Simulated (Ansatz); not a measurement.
Start from KCl in the rock salt structure (space group Fm-3m, No. 225; a = 6.2437 Å).

Computed with PBEsol, PAW, 420 eV (Ansatz, a first-principles code; scalar-relativistic without spin-orbit coupling).

For the base:

| Property | Result |
|---|---|
| Valley order | Γ 5.10 eV; X along ⟨100⟩ 6.37 eV |
| Electron mass | 0.43 mₑ (at Γ) |

Perturbation: an isotropic linear strain of −5.54 %; the atoms relax in the strained cell.

Q: What does the calculation give for the energy relative to the base after the change?

A: The energy goes up by 61 meV/atom.

Q: How does this affect the valley order?

A: The valley order (the lowest conduction-band minima on the path, energy above the VBM, named in the base's zone) goes from Γ 5.10 eV; X along ⟨100⟩ 6.37 eV to Γ 5.73 eV; X along ⟨100⟩ 6.10 eV.

Q: How does this affect the electron mass?

A: The electron mass becomes 0.41 mₑ (at Γ) (base: 0.43 mₑ (at Γ)).

The levels and masses belong to the bands next to the band gap. Masses are band curvatures over ±0.01 Å⁻¹ around the edge. No phonon test of stability was made.
